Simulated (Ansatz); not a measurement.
Partial pair distribution functions of a relaxed model of amorphous Ge$_{16}$Na$_{12}$O$_{38}$, broadened by 0.06 Å; density 3.51 g/cm³. Method: PBE, scalar-relativistic without spin-orbit coupling (plane waves to 420 eV, PAW; Ansatz, a first-principles code).

It comes from a melt-quench run on a machine-learned potential (CHGNet), relaxed afterwards by DFT. O atoms were pushed apart under 1.9 Å during the dynamics, to hinder bonds among them. The hot cell started wider than the set density and was brought back towards it in steps. It is the lowest in DFT energy of 2 quenches. It is a model cell: composition and starting density were chosen by hand, and all elements were melted together. No dispersion term was used. Its density started from a set value of 3.67 and ended at 3.51 g/cm³. The quench (nominally 260 K/ps over its main leg) was far faster than any real one, so the model tends to hold more defects than a real film. A cell of this size samples the disorder only roughly. Volume and shape were free in the relaxation.

```json
[
 {"r (Å)": "1.50", "g Ge-O": "0.00", "g Na-O": "0.00", "g Ge-Ge": "0.00", "g Na-Na": "0.00"},
 {"r (Å)": "1.60", "g Ge-O": "0.46", "g Na-O": "0.00", "g Ge-Ge": "0.00", "g Na-Na": "0.00"},
 {"r (Å)": "1.70", "g Ge-O": "5.45", "g Na-O": "0.00", "g Ge-Ge": "0.00", "g Na-Na": "0.00"},
 {"r (Å)": "1.80", "g Ge-O": "12.54", "g Na-O": "0.00", "g Ge-Ge": "0.00", "g Na-Na": "0.00"},
 {"r (Å)": "1.90", "g Ge-O": "6.61", "g Na-O": "0.00", "g Ge-Ge": "0.00", "g Na-Na": "0.00"},
 {"r (Å)": "2.00", "g Ge-O": "1.31", "g Na-O": "0.00", "g Ge-Ge": "0.00", "g Na-Na": "0.00"},
 {"r (Å)": "2.10", "g Ge-O": "0.18", "g Na-O": "0.23", "g Ge-Ge": "0.00", "g Na-Na": "0.00"},
 {"r (Å)": "2.20", "g Ge-O": "0.01", "g Na-O": "1.52", "g Ge-Ge": "0.00", "g Na-Na": "0.00"},
 {"r (Å)": "2.30", "g Ge-O": "0.00", "g Na-O": "2.98", "g Ge-Ge": "0.00", "g Na-Na": "0.00"},
 {"r (Å)": "2.40", "g Ge-O": "0.02", "g Na-O": "4.09", "g Ge-Ge": "0.00", "g Na-Na": "0.00"},
 {"r (Å)": "2.50", "g Ge-O": "0.13", "g Na-O": "4.00", "g Ge-Ge": "0.00", "g Na-Na": "0.00"},
 {"r (Å)": "2.60", "g Ge-O": "0.06", "g Na-O": "2.14", "g Ge-Ge": "0.01", "g Na-Na": "0.00"},
 {"r (Å)": "2.70", "g Ge-O": "0.15", "g Na-O": "0.52", "g Ge-Ge": "0.36", "g Na-Na": "0.00"},
 {"r (Å)": "2.80", "g Ge-O": "0.28", "g Na-O": "0.43", "g Ge-Ge": "0.96", "g Na-Na": "0.00"},
 {"r (Å)": "2.90", "g Ge-O": "0.18", "g Na-O": "0.88", "g Ge-Ge": "0.37", "g Na-Na": "0.08"},
 {"r (Å)": "3.00", "g Ge-O": "0.15", "g Na-O": "0.72", "g Ge-Ge": "1.88", "g Na-Na": "0.77"},
 {"r (Å)": "3.10", "g Ge-O": "0.10", "g Na-O": "0.61", "g Ge-Ge": "4.74", "g Na-Na": "1.50"},
 {"r (Å)": "3.20", "g Ge-O": "0.46", "g Na-O": "0.36", "g Ge-Ge": "5.36", "g Na-Na": "2.22"},
 {"r (Å)": "3.30", "g Ge-O": "0.59", "g Na-O": "0.57", "g Ge-Ge": "2.19", "g Na-Na": "2.77"},
 {"r (Å)": "3.40", "g Ge-O": "0.66", "g Na-O": "0.48", "g Ge-Ge": "0.55", "g Na-Na": "2.01"},
 {"r (Å)": "3.50", "g Ge-O": "0.83", "g Na-O": "0.49", "g Ge-Ge": "0.59", "g Na-Na": "1.12"},
 {"r (Å)": "3.60", "g Ge-O": "1.13", "g Na-O": "0.64", "g Ge-Ge": "0.29", "g Na-Na": "1.02"},
 {"r (Å)": "3.70", "g Ge-O": "0.76", "g Na-O": "0.75", "g Ge-Ge": "0.19", "g Na-Na": "1.06"},
 {"r (Å)": "3.80", "g Ge-O": "1.00", "g Na-O": "0.96", "g Ge-Ge": "0.02", "g Na-Na": "0.94"},
 {"r (Å)": "3.90", "g Ge-O": "1.36", "g Na-O": "1.01", "g Ge-Ge": "0.21", "g Na-Na": "1.37"},
 {"r (Å)": "4.00", "g Ge-O": "1.04", "g Na-O": "0.80", "g Ge-Ge": "0.44", "g Na-Na": "1.34"},
 {"r (Å)": "4.10", "g Ge-O": "0.94", "g Na-O": "0.93", "g Ge-Ge": "0.29", "g Na-Na": "0.73"},
 {"r (Å)": "4.20", "g Ge-O": "1.19", "g Na-O": "1.22", "g Ge-Ge": "0.64", "g Na-Na": "0.33"},
 {"r (Å)": "4.30", "g Ge-O": "1.55", "g Na-O": "1.01", "g Ge-Ge": "0.18", "g Na-Na": "0.05"},
 {"r (Å)": "4.40", "g Ge-O": "1.46", "g Na-O": "1.24", "g Ge-Ge": "0.01", "g Na-Na": "0.59"},
 {"r (Å)": "4.50", "g Ge-O": "1.55", "g Na-O": "1.35", "g Ge-Ge": "0.17", "g Na-Na": "1.68"},
 {"r (Å)": "4.60", "g Ge-O": "1.56", "g Na-O": "0.95", "g Ge-Ge": "0.59", "g Na-Na": "1.07"},
 {"r (Å)": "4.70", "g Ge-O": "1.46", "g Na-O": "1.35", "g Ge-Ge": "1.08", "g Na-Na": "1.14"},
 {"r (Å)": "4.80", "g Ge-O": "0.99", "g Na-O": "1.40", "g Ge-Ge": "1.72", "g Na-Na": "0.78"},
 {"r (Å)": "4.90", "g Ge-O": "0.96", "g Na-O": "1.43", "g Ge-Ge": "1.12", "g Na-Na": "0.60"}
]
```

Within 2.18 Å each Ge has 4.31 O neighbours on average.
